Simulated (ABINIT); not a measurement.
## Pressure against volume in zinc-blende BAs (space group 216) (ABINIT, PBE)

```yaml
crystal:
  lattice:
    - [0.00000, 2.34750, 2.34750]
    - [2.34750, 0.00000, 2.34750]
    - [2.34750, 2.34750, 0.00000]
  atoms:
    - { symbol: B, position: [0.00000, 0.00000, 0.00000] }
    - { symbol: As, position: [0.75000, 0.75000, 0.75000] }
```

Method of the run: PBE, norm-conserving pseudopotentials (PseudoDojo nc-sr-05 PBE standard) (plane waves; ABINIT). Settings: pseudos = [B.upf, As.upf]; ecut = 55 Ha; occopt = 3; tsmear = 0.01 eV; ngkpt = 12 12 12; nshiftk = 1; shiftk = 0 0 0; potentials = PseudoDojo nc-sr-05 PBE standard; nband = 14; kptopt = 1; nstep = 60; tolvrs = 1e-11. The cell above is the first row's. The rows scale it uniformly. In all rows fractional positions and the k mesh are held.

| V (Å^3/atom) | P (GPa) |
|---|---|
| 12.937 | ? |
| 13.218 | 7.35 |
| 13.499 | 4.10 |
| 13.780 | 1.17 |
| 14.061 | -1.47 |
| 14.343 | -3.84 |
| 14.624 | -5.99 |
| 14.905 | -7.92 |
| 15.186 | -9.65 |

The 8 complete rows are fitted with a cubic, P against V. With u = V - 14.2, the rows have u = -0.9820, -0.7010, -0.4200, -0.1390, 0.1430, 0.4240, 0.7050, 0.9860. Least squares gives P = -2.674 - 8.4542·u + 1.5897·u² - 0.1976·u³. Residuals (row less fit): 0.002, -0.002, -0.002, -0.002, 0.011, -0.002, -0.007, 0.004; standard error 0.007 (degrees of freedom: 4). The fitted pressure is zero at V0 = 13.90, where dP/dV = -9.457, so B0 = -V0·dP/dV = 131 GPa.

Predict the withheld P at V = 12.937 from the fit, and compare with the calculation.

u = -1.2630, so P = -2.674 - 8.4542 × (-1.2630) + 1.5897 × (-1.2630)² - 0.1976 × (-1.2630)³ = 10.938 GPa. The calculation gives 10.95 GPa, 0.012 GPa above the prediction (0.1 % of the range of P in the table). The row lies outside the fitted rows, so this is an extrapolation. From the scatter of the fitted rows alone, a prediction at this place has a standard error of 0.019 GPa, so the miss is 0.6 times that.

Carrying the step between the two nearest rows on in a straight line would have given 10.60, off by 0.35; series whose last step already gives the withheld value aren't shown. The scan was laid around a cell of about the measured size, scaled by a guess for this functional. The runs keep the symmetry of the cell, so they don't test it for distortions. Cutoffs and mesh are single choices, not tested for convergence of this quantity. Series with a scatter that would blur these digits, or in which a gap closes, are not shown.
